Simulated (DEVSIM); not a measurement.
System: Ni/SiO2/p-Si capacitor, at 300 K.

```csv
layer (left to right),material,thickness (nm),Na (cm⁻³)
1,SiO2,15.0,-
2,Si,11000,2.8e15
```

Metal gate on the left, work function 5.1 eV. Fixed charge at the semiconductor interface -7.1e11 cm⁻² (in units of +e); no interface traps.

This is a model device: material constants are rounded textbook-type values typed into the input, and sizes, dopings and lifetimes were drawn at random. Values at 300 K.

```csv
parameter,SiO2,Si
gap (eV),9,1.124
affinity (eV),0.9,4.05
permittivity,3.9,11.7
Nc (cm⁻³),-,2.86e19
Nv (cm⁻³),-,3.1e19
```

Simulated with DEVSIM: 1D Poisson equation in equilibrium, Boltzmann statistics, complete ionisation; no quantum confinement or tunnelling. Metal contacts follow the ideal Schottky-Mott rule: no Fermi-level pinning, no interface dipoles.

The SiO2 thickness was swept, all else fixed.

```json
[
 {"SiO2 thickness (μm)": "0.006", "threshold voltage (band bending 2φF) (V)": "1.05", "flat-band voltage (V)": "0.36", "capacitance of the dielectric stack (μF/cm²)": "0.576", "minimum of the low-frequency capacitance (μF/cm²)": "0.0214"},
 {"SiO2 thickness (μm)": "0.0083", "threshold voltage (band bending 2φF) (V)": "1.14", "flat-band voltage (V)": "0.44", "capacitance of the dielectric stack (μF/cm²)": "0.416", "minimum of the low-frequency capacitance (μF/cm²)": "0.0209"},
 {"SiO2 thickness (μm)": "0.01", "threshold voltage (band bending 2φF) (V)": "1.21", "flat-band voltage (V)": "0.50", "capacitance of the dielectric stack (μF/cm²)": "0.345", "minimum of the low-frequency capacitance (μF/cm²)": "0.0203"},
 {"SiO2 thickness (μm)": "0.013", "threshold voltage (band bending 2φF) (V)": "1.33", "flat-band voltage (V)": "0.59", "capacitance of the dielectric stack (μF/cm²)": "0.266", "minimum of the low-frequency capacitance (μF/cm²)": "0.0201"},
 {"SiO2 thickness (μm)": "0.015", "threshold voltage (band bending 2φF) (V)": "1.41", "flat-band voltage (V)": "0.66", "capacitance of the dielectric stack (μF/cm²)": "0.230", "minimum of the low-frequency capacitance (μF/cm²)": "0.0197"},
 {"SiO2 thickness (μm)": "0.018", "threshold voltage (band bending 2φF) (V)": "1.53", "flat-band voltage (V)": "0.76", "capacitance of the dielectric stack (μF/cm²)": "0.192", "minimum of the low-frequency capacitance (μF/cm²)": "0.0195"}
]
```

From the first row to the last the threshold voltage (band bending 2φF) goes from 1.05 to 1.53. From the first row to the last the flat-band voltage goes from 0.36 to 0.76.
